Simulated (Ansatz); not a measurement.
The reference is Ag in the fcc (Cu type) structure (space group Fm-3m, No. 225; a = 4.001 Å; relaxed with 0.1 eV smearing).

All numbers come from LDA, PAW, 420 eV (Ansatz, an electronic-structure program; spin-orbit coupling left out).

Base values:

| Property | Value |
|---|---|
| Pressure | 0.0 GPa |

It is then changed as follows: the cell is scaled by 1.0250 in all directions, atoms relaxed at fixed cell.

Task: What happens to the energy relative to the base?

Result: The energy rises by 35 meV/atom.

Task: Estimate the effect on the pressure.

Result: The pressure goes from zero to -8.3 GPa.

The cells carry an imposed strain or load. Whether these cells are dynamically stable was not tested.
